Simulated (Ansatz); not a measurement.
The reference is CrCl3 (space group R-3, No. 148; ferromagnetic; a cell from a computed database, its experimental status unchecked; layered, stacked along the Cartesian z axis).

```
CrCl3
1.0
    2.97996     1.72048     5.74594
   -2.97996     1.72048     5.74594
    0.00000    -3.44096     5.74594
Cr Cl
2 6
Cartesian
  0.00000   0.00000  11.48943
  0.00000   0.00000   5.74838
 -1.05528   1.61944  10.15905
  1.05528  -1.61944   7.07876
  1.93012   0.10418  10.15905
 -1.93012  -0.10418   7.07876
 -0.87484  -1.72362  10.15905
  0.87484   1.72362   7.07876
```

Cartesian axes are those of the cell as printed.

All numbers come from r2SCAN+rVV10 in Ansatz (plane waves to 500 eV, PAW, no spin-orbit coupling).

Strains are applied to the cell and any free atomic positions relax; under biaxial strain the out-of-plane vector relaxes too.

One change was made to it. Results:

```tsv
quantity	base	after
gap character	indirect, L → k = (0.143, -0.429, 0.429) in the run's primitive reciprocal basis	indirect, L → S₀
smallest direct gap	2.50 eV	2.46 eV
energy relative to the base (free energy F)	0 meV/atom	+4.2 meV/atom
shortest interatomic distance	2.345 Å	2.356 Å
```

Problem. Which of these changes matches the shifts?
A) biaxial strain +1.81 %, plane normal [001], relaxed out of plane
B) uniaxial strain ε_zz = +1.92 %
C) isotropic strain +1.95 %
D) isotropic strain +1.22 %

Solution. A, biaxial strain +1.81 %, plane normal [001], relaxed out of plane. For comparison, the energy relative to the base in the other runs: uniaxial strain ε_zz = +1.92 % gives +0.6 meV/atom; isotropic strain +1.95 % gives +6.1 meV/atom; isotropic strain +1.22 % gives +2.4 meV/atom.

Stability against distortions was not tested. No Hubbard U is applied and the magnetic state is the run's own (CrCl3 ferromagnetic); small cells can't hold the antiferromagnetic order that many such compounds have, so gaps and moments can be off.

Ansatz is a program for electronic structure.
